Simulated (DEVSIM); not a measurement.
Structure: Au/Al2O3/p-Ge capacitor, at 300 K.

Layer 1 from the left is Al2O3, thickness (nm) 11.0. Layer 2 from the left is Ge, thickness (nm) 6300, Na (cm⁻³) 8.8e15.

Metal gate on the left, work function 5.1 eV. Fixed charge at the semiconductor interface 0 cm⁻² (in units of +e); no interface traps.

The device is made up for the run: typed textbook-type constants, with dimensions and the other settings drawn at random. Values at 300 K.

Al2O3: gap (eV) 6.8, affinity (eV) 1.35, permittivity 9. Ge: gap (eV) 0.664, affinity (eV) 4, permittivity 16, Nc (cm⁻³) 1.04e19, Nv (cm⁻³) 6e18.

DEVSIM, 1D Poisson equation in equilibrium, Boltzmann statistics, complete ionisation; no quantum confinement or tunnelling. Metal contacts follow the ideal Schottky-Mott rule: no Fermi-level pinning, no interface dipoles.

Question: What does the simulation give for the threshold voltage (band bending 2φF), the flat-band voltage, the minimum of the low-frequency capacitance?

Answer: threshold voltage (band bending 2φF) 0.97 V; flat-band voltage 0.60 V; minimum of the low-frequency capacitance 0.0661 μF/cm².
